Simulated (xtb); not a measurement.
xtb 6.7.1, GFN1-xTB: Al(Et)2 (C[CH2][Al+][CH2]C), charge +1, multiplicity 1, 15 atoms. The geometry is a generated start, not checked to be a minimum at this level.

```
Quantity                                                                                                        Value
------------------------  -------------------------------------------------------------------------------------------
method                                                                                                       GFN1-xTB
--acc                                                                                                     1 (default)
--etemp (K)                                                                                             300 (default)
detailed input (--input)  none: ANC optimiser, Lindh (1995) Hessian, microcycle=20, maxdispl=1.0, hlow=0.01 (default)
basis functions                                                                                                    46
valence electrons                                                                                                  28
```

```xyz
15

Al    -0.0889     0.0197     0.2081
C      1.5234    -0.8071     1.0085
C      1.6154    -2.3270     0.7098
H      1.5173    -0.6497     2.1019
H      2.4288    -0.3027     0.6261
H      1.6646    -2.5245    -0.3608
H      0.7599    -2.8672     1.1161
H      2.5162    -2.7308     1.1683
C     -1.7065     0.8493    -0.5806
C     -1.4504     2.2915    -1.0924
H     -2.5110     0.8675     0.1769
H     -2.0768     0.2249    -1.4139
H     -0.6868     2.3125    -1.8695
H     -1.1342     2.9521    -0.2853
H     -2.3709     2.6914    -1.5134
```

Charge 1 and multiplicity 1 are set for this test and not shown to be the ground state.

The structure is relaxed from this start with --opt LEVEL for the levels crude, sloppy, loose, lax, normal, tight, vtight, extreme, once each. Up to the end of the extreme run atoms move by at most 1.2 Å along an axis.

### Question
Which level is enough to come within 5 meV of the tightest end point?

### Answer
vtight: 121 cycles against 122, ending 0.0011 meV above.

| level | cycles | energy above the extreme run (meV) | gradient norm (eV/Å) |
|---|---|---|---|
| crude | 3 | 10 | 0.12 |
| sloppy | 4 | 9.4 | 0.048 |
| loose | 4 | 9.4 | 0.048 |
| lax | 5 | 9.2 | 0.037 |
| normal | 6 | 9.2 | 0.011 |
| tight | 34 | 7.0 | 0.0035 |
| vtight | 121 | under 0.01 | 0.0015 |
| extreme | 122 | — | 0.0010 |
